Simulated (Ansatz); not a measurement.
# Hypothetical diamond Na: thickness series

The parent structure is Na in the diamond structure (space group Fd-3m, No. 227; a = 7.5841 Å; a hypothetical phase, not in the database extracts checked). Axes: x, y, z lie along the cube axes.

Free-standing slabs (2 atom(s) a layer) normal to [110] with 15 Å of vacuum; in-plane cell held at bulk.

The values are results of PBE (Ansatz, an electronic-structure program; PAW; 420 eV plane waves; without spin-orbit coupling), not measurements.

Notes on the quantities. excess energy per area of both faces: slab less bulk energy over the cell's area: twice a surface energy; uncertain by up to 0.06 J/m².

```csv
variant,excess energy per area of both faces,band gap,thickness between the outermost nuclei,shortest interatomic distance
base,–,zero,–,3.284 Å
1 layer,–,zero,–,(withheld)
2 layers,0.15 J/m²,0.09 eV,3.08 Å,3.432 Å
3 layers,0.14 J/m²,zero,6.32 Å,3.454 Å
4 layers,0.14 J/m²,zero,9.57 Å,3.431 Å
5 layers,0.13 J/m²,zero,12.83 Å,3.437 Å
6 layers,0.12 J/m²,zero,16.09 Å,3.440 Å
7 layers,0.11 J/m²,zero,19.34 Å,3.439 Å
```

**Question.** What belongs in the blanks?

**Answer.** 
- 1 layer, shortest interatomic distance: 3.382 Å

The excess energy carries the mismatch between the slab's and the bulk's meshes. Gaps are Kohn–Sham eigenvalue differences; semilocal functionals usually give less than the measured gap. Stability against distortions was not tested.
